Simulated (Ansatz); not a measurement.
Si (I4_1/amd), r2SCAN with spin-orbit coupling, rigid bands in Ansatz (an electronic-structure program): Condition of this run: biaxial stress xx = yy = 2 GPa (compression positive) (the target of the relaxation). band gap 0.63 eV, N_c = 2.01e19 cm⁻³ and N_v = 1.04e19 cm⁻³ at 300 K, conductivity masses along y (a = (0.00, 2.69, 2.74) Å; b = (2.69, 0.00, 2.74) Å; c = (2.69, 2.69, 0.00) Å) of 0.339 mₑ (electrons) and 0.300 mₑ (holes). Take k_BT = 0.02585 eV.

Question: What thermal injection velocity √(2k_BT/πm) limits a ballistic channel along the direction named?

Answer: 9.24e6 cm/s for electrons and 9.82e6 cm/s for holes, a ratio of √(m_h/m_e) = 0.941, for dilute carriers.

Question: What built-in voltage has an abrupt junction with N_A = 1e17 and N_D = 1e18 cm⁻³, all dopants ionised?

Answer: V_bi = E_g/e − (k_BT/e) ln(N_c N_v/(N_A N_D)) = 0.63 − 0.02585 × 7.65 = 0.43 V. It follows the computed gap one for one.

Question: Find the intrinsic carrier density and the intrinsic Fermi level.

Answer: n_i = √(N_c N_v) exp(−E_g/2k_BT) = 1.45e19 × exp(−12.18) = 7.4e13 cm⁻³. The level lies (k_BT/2) ln(N_v/N_c) = -9 meV from mid-gap (positive towards the conduction band). Each 0.1 eV added to the gap lowers n_i by a factor of 6.9.

Rigid, parabolic bands with the computed gap; masses take one relaxation time for all states.
